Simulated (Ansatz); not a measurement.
Worked example: zone-centre phonon calculation of P (R-3m, 2 atoms in the cell) in Ansatz (a quantum-chemistry and plane-wave program).

Computed with LDA (PW92), default PAW files made with PBE (plane waves; Ansatz).

```xyz
2
Lattice="1.7309 0.9993 3.1391 -1.7309 0.9993 3.1391 0.0000 -1.9987 3.1391" Properties=species:S:1:pos:R:3 pbc="T T T"
P      0.0000     0.0000     2.1385
P      0.0000     0.0000     7.2787
```

Reference input (self-consistent single point, DFT, LDA (PW92), plane waves, default PAW files made with PBE): basis.ecutwfc = 420 eV; kpoints.mp_grid.grid = 11 11 11; hamiltonian.xc = lda; hamiltonian.pseudopotentials = {kind: paw} (the program's default PAW files); scf.occupations.method = gaussian; scf.occupations.width = 0.1 eV. This run's input differs from it in these lines:

```diff
@@ -21,6 +21,4 @@
     width: 0.1
-output:
-  forces: true
-  eigenvalues: true
-  stress: true
+phonons:
+  method: dfpt
```

Output (repeated stretches shortened):

```
SCF iter   1: F=—  HF=-1451.966531 eV  |F-HF|=—  |Δ(HF+E_count)|=         —  Δρ=4.77e-3  dr2=5.60e-3  ethr=1.77e-3  ⟨swp⟩=6.5  Hψ=29095  notcnv=0
all-band conjugate gradients solve this SCF's bands
preconditioner: auto → none
SCF iter   2: F=—  HF=-1451.964489 eV  |F-HF|=—  |Δ(HF+E_count)|=   2.04e-3  Δρ=2.64e-3  dr2=1.82e-3  ethr=5.60e-5  ⟨swp⟩=1.8  Hψ=7155  notcnv=0
   [... lines left out ...]
SCF iter   5: F=—  HF=-1451.963755 eV  |F-HF|=—  |Δ(HF+E_count)|=   2.98e-6  Δρ=2.56e-5  dr2=3.11e-7  ethr=2.47e-8  ⟨swp⟩=2.2  Hψ=5126  notcnv=0
SCF iter   6: F=—  HF=-1451.963755 eV  |F-HF|=—  |Δ(HF+E_count)|=   1.88e-7  Δρ=5.31e-6  dr2=1.17e-8  ethr=3.11e-9  ⟨swp⟩=2.6  Hψ=5020  notcnv=0
SCF iter   7: F=—  HF=-1451.963755 eV  |F-HF|=—  |Δ(HF+E_count)|=   4.57e-9  Δρ=6.84e-7  dr2=2.10e-10  ethr=1.17e-10  ⟨swp⟩=2.6  Hψ=5058  notcnv=0
SCF iter   8: F=-1451.963755 eV  HF=-1451.963755 eV  |F-HF|=4.55e-13  |Δ(HF+E_count)|=  1.07e-10  Δρ=3.00e-8  dr2=4.89e-13  ethr=1.00e-12  ⟨swp⟩=6.9  Hψ=22799  notcnv=0
SCF 1 converged in 8 iterations: F = -1451.963755 eV  dr2 = 4.89e-13
DFPT response loops at Γ: preconditioner auto → Kerker (q_TF=auto, 2.241 Å⁻¹) (partly filled bands, converged f_vac=0.000) …
Free energy (F): -1451.963755 eV
Internal energy: -1451.961995 eV  (E = F + TS)
E sigma→0 (E₀):  -1451.962875 eV
Entropy (-TS):   -0.001760 eV (-0.880 meV/atom)
Fermi energy:    9.906343 eV
--- Phonons (Γ-DFPT): 2 representative perturbations + reference, on 366 of 1331 k-points (Σ response iterations 5) ---
  k mesh reduced under 2 symmetry operations, with k and −k counted as one. Each operation leaves every solved perturbation unchanged …
  ASR residual: 1.208e-5 → 0.000e0 eV/Å²; symmetrization residual: 1.377e-6 eV/Å²
  ASR residual per site (eV/Å²): 1.21e-5 1.21e-5
  Γ frequencies (cm⁻¹): 0.00 0.00 0.00 298.07 298.07 360.81
  non-analytic LO–TO correction: not included (Born effective charges unavailable; polar crystals: no LO–TO splitting at Γ)
```

The run converged in 8 iterations. 

Summary of the result:
* **Free energy E − TS (on the zero of these files)**: -1451.9638 eV
* **Fermi level (on the code's own zero)**: 9.91 eV
* **Zone-centre frequencies (cm⁻¹; negative means imaginary)**: 0, 0, 0, 298, 298, 361

The starting cell comes from a database of computed structures (which also holds hypothetical and non-ambient phases and stackings), without a prior relaxation at this level. Its lattice was rescaled by up to half a per cent.

Keys are those of Ansatz 0.2.
